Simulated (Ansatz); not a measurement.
# BaTiO3: response to strain

The reference is BaTiO3 in the cubic perovskite structure (space group Pm-3m, No. 221; a = 3.9944 Å). Axes: x, y, z lie along the cube axes.

Strains are applied to the cell and any free atomic positions relax.

Computed with r2SCAN (Ansatz, an electronic-structure program; PAW; 500 eV plane waves; scalar-relativistic without spin-orbit coupling), earlier PAW set.

Question: Only one of these has a direct gap. Which?
A) isotropic strain −2.92 %
B) uniaxial strain ε_yy = +1.08 %
C) uniaxial strain ε_xx = +4.16 %
D) isotropic strain −0.60 %
E) uniaxial strain ε_zz = +0.96 %

Answer: A, isotropic strain −2.92 %. Computed: uniaxial strain ε_xx = +4.16 %: indirect, A → Γ; isotropic strain −0.60 %: indirect, R → Γ; uniaxial strain ε_zz = +0.96 %: indirect, A → Γ; isotropic strain −2.92 %: direct at Γ; uniaxial strain ε_yy = +1.08 %: indirect, A → Γ

Stability against distortions was not tested. All final runs are without spin polarisation. Many cubic perovskites are stable only at high temperature; tilts and polar distortions were not tested. This is not the structure that BaTiO3 has at room temperature and ambient pressure. Labels are those of the standard path for the cell's own space group.
